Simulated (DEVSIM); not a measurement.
Structure: isotype n-n heterojunction Al0.3Ga0.7As/GaAs, at 400 K.

Layer 1 from the left is Al0.3Ga0.7As, thickness (μm) 0.990, Nd (cm⁻³) 1.9e16, τn (s) 6e-10, τp (s) 6e-10. Layer 2 from the left is GaAs, thickness (μm) 0.270, Nd (cm⁻³) 2.2e16, τn (s) 6e-10, τp (s) 6e-10.

Left contact: ohmic. Right contact: ohmic. Voltage is applied to the left contact. Recombination: SRH at mid-gap, radiative. Mobility is constant in doping.

The device is made up for the run: typed textbook-type constants, with dimensions and the other settings drawn at random. Values at 300 K; Nc and Nv go as T^1.5, mobilities as T to minus their exponent, the gap by Varshni's rule with the affinity fixed.

Al0.3Ga0.7As: gap (eV) 1.7981, affinity (eV) 3.833, permittivity 12.05, Nc (cm⁻³) 6.96e17, Nv (cm⁻³) 9e18, μn (cm²/Vs) 3880, μp (cm²/Vs) 197, T exponent of μn 2.1, T exponent of μp 2.2, B (cm³/s) 2e-10, Varshni α (eV/K) 0.000541, Varshni β (K) 204. GaAs: gap (eV) 1.424, affinity (eV) 4.07, permittivity 12.9, Nc (cm⁻³) 4.7e17, Nv (cm⁻³) 9e18, μn (cm²/Vs) 8500, μp (cm²/Vs) 400, T exponent of μn 2.1, T exponent of μp 2.2, B (cm³/s) 2e-10, Varshni α (eV/K) 0.000541, Varshni β (K) 204.

DEVSIM, 1D drift-diffusion, Boltzmann statistics, complete ionisation; no tunnelling, impact ionisation, image-force lowering or self-heating. Band offsets follow the typed affinities; no thermionic-emission limit at abrupt steps, no polarisation charge.

Q: What does the simulation give for the potential step across the device at zero bias?

A: potential step across the device at zero bias 0.218 V.
